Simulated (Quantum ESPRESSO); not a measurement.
The steps of a band-structure calculation for LiSi3 (I4/mmm, 4 atoms in the cell) with Quantum ESPRESSO.

Computed with LDA (PZ), GBRV 1.5 ultrasoft (LDA) pseudopotentials (plane waves; Quantum ESPRESSO).

Step 1 (scf):

```fortran
&control
 calculation = 'scf'
 prefix = 'LiSi3'
 outdir = './work'
 pseudo_dir = './'
 tprnfor = .true.
 tstress = .true.
/
&system
 ibrav = 0
 nat = 4
 ntyp = 2
 ecutwfc = 40
 ecutrho = 200
 occupations = 'smearing'
 smearing = 'marzari-vanderbilt'
 degauss = 0.0147
 nbnd = 14
/
&electrons
 conv_thr = 1.0d-9
 mixing_beta = 0.5
/
ATOMIC_SPECIES
Li     6.9400  li_lda_v1.4.uspp.F.UPF
Si    28.0850  si_lda_v1.uspp.F.UPF
CELL_PARAMETERS angstrom
  -1.87033800     1.87033800     4.01569300
   1.87033800    -1.87033800     4.01569300
   1.87033800     1.87033800    -4.01569300
ATOMIC_POSITIONS angstrom
Li    0.00000000    0.00000000    0.00000000
Si    0.00000000    1.87033800    2.00784650
Si    1.87033800    0.00000000    2.00784650
Si    0.00000000    0.00000000    4.01569300
K_POINTS automatic
16 16 16  0 0 0
```

Step 2 (bands):

```fortran
&control
 calculation = 'bands'
 prefix = 'LiSi3'
 outdir = './work'
 pseudo_dir = './'
 verbosity = 'high'
/
&system
 ibrav = 0
 nat = 4
 ntyp = 2
 ecutwfc = 40
 ecutrho = 200
 occupations = 'smearing'
 smearing = 'marzari-vanderbilt'
 degauss = 0.0147
 nbnd = 16
/
&electrons
 conv_thr = 1.0d-9
 startingwfc = 'random'
 diago_thr_init = 1.0d-6
 diagonalization = 'cg'
/
ATOMIC_SPECIES
Li     6.9400  li_lda_v1.4.uspp.F.UPF
Si    28.0850  si_lda_v1.uspp.F.UPF
CELL_PARAMETERS angstrom
  -1.87033800     1.87033800     4.01569300
   1.87033800    -1.87033800     4.01569300
   1.87033800     1.87033800    -4.01569300
ATOMIC_POSITIONS angstrom
Li    0.00000000    0.00000000    0.00000000
Si    0.00000000    1.87033800    2.00784650
Si    1.87033800    0.00000000    2.00784650
Si    0.00000000    0.00000000    4.01569300
K_POINTS crystal_b
13
  0.00000000   0.00000000   0.00000000  12  ! G
  0.00000000   0.00000000   0.50000000   3  ! X
 -0.10846489   0.10846489   0.50000000   7  ! Y
 -0.30423245   0.30423245   0.30423245  10  ! S
  0.00000000   0.00000000   0.00000000   8  ! G
  0.50000000   0.50000000  -0.50000000   7  ! Z
  0.30423245   0.69576755  -0.30423245   4  ! S1
  0.00000000   0.50000000   0.00000000   8  ! N
  0.25000000   0.25000000   0.25000000   5  ! P
  0.50000000   0.50000000  -0.10846489   9  ! Y1
  0.50000000   0.50000000  -0.50000000   1  ! Z
  0.00000000   0.00000000   0.50000000   4  ! X
  0.25000000   0.25000000   0.25000000   1  ! P
```

Step 3 (bands.x):

```fortran
&bands
 prefix = 'LiSi3'
 outdir = './work'
 filband = 'bands.dat'
 lsym = .false.
/
```

Output of bands (abridged):

```
     Atomic positions and unit cell read from directory:
     ./work/LiSi3.save/

     Message from routine setup:
     using ibrav=0 with symmetry is DISCOURAGED, use correct ibrav instead
     G-vector sticks info
     --------------------
     sticks:   dense  smooth     PW     G-vecs:    dense   smooth      PW
     Sum        1213     967    291                18131    12923    2169

     bravais-lattice index     =            0
   [... lines left out ...]
     unit-cell volume          =     379.1904 (a.u.)^3
   [... lines left out ...]
         4        Si     tau(   4) = (  0.5000000  0.5000000  0.0000000  )

     number of k points=    79  Marzari-Vanderbilt smearing, width (Ry)=  0.0147
                       cart. coord. in units 2pi/alat
        k(    1) = (   0.0000000   0.0000000   0.0000000), wk =   0.0253165
        k(    2) = (   0.0535615   0.0535615   0.0000000), wk =   0.0253165
        k(    3) = (   0.1071229   0.1071229   0.0000000), wk =   0.0253165
   [... 76 lines left out ...]

     Dense  grid:    18131 G-vectors     FFT dimensions: (  45,  45,  45)

     Smooth grid:    12923 G-vectors     FFT dimensions: (  40,  40,  40)

     The potential is recalculated from file :
     ./work/LiSi3.save/charge-density

     Band Structure Calculation
     CG style diagonalization

     ethr =  1.00E-06,  avg # of iterations = 37.5

     End of band structure calculation

          k = 0.0000 0.0000 0.0000 (  1599 PWs)   bands (ev):

   -36.6774  -4.4198   3.8081   4.4325   6.2353   6.2353   6.7615   7.8536
     7.8536   8.8554   9.1353  13.0799  14.5777  14.5777  15.0877  20.8262

          k = 0.0536 0.0536 0.0000 (  1600 PWs)   bands (ev):

   -36.6773  -4.3868   3.8286   4.4289   5.6793   6.0728   7.3777   7.4477
     7.8279   9.3176   9.3767  13.0051  13.7972  14.6147  15.9662  20.3702

   [... 77 blocks of this kind left out ...]
```

Output of bands.x (abridged):

```
     Reading xml data from directory:

     ./work/LiSi3.save/

     G-vector sticks info
     --------------------
     sticks:   dense  smooth     PW     G-vecs:    dense   smooth      PW
     Sum        1213     967    291                18131    12923    2169

     Reading collected, re-writing distributed wavefunctions
     high-symmetry point:  0.0000 0.0000 0.0000   x coordinate   0.0000
     high-symmetry point:  0.6427 0.6427 0.0000   x coordinate   0.9090
     high-symmetry point:  0.7822 0.5033 0.0000   x coordinate   1.1062
     high-symmetry point:  0.7822 0.0000 0.0000   x coordinate   1.6095
     high-symmetry point:  0.0000 0.0000 0.0000   x coordinate   2.3916
     high-symmetry point:  0.0000 0.0000 0.5987   x coordinate   2.9903
   [... 2 lines left out ...]
     high-symmetry point:  0.6427 0.6427 0.2994   x coordinate   4.4666
     high-symmetry point:  0.5033 0.5033 0.5987   x coordinate   4.8251
     high-symmetry point:  0.0000 0.0000 0.5987   x coordinate   5.5369
     high-symmetry point:  0.6427 0.6427 0.0000   x coordinate   5.5369
     high-symmetry point:  0.6427 0.6427 0.2994   x coordinate   5.8362

     Plottable bands (eV) written to file bands.dat.gnu
     Bands written to file bands.dat

   JOB DONE.
```

The starting cell comes from a database of computed structures (which also holds hypothetical and non-ambient phases and stackings), without a prior relaxation at this level. Its lattice was rescaled by a random factor within 2.5 % of one.
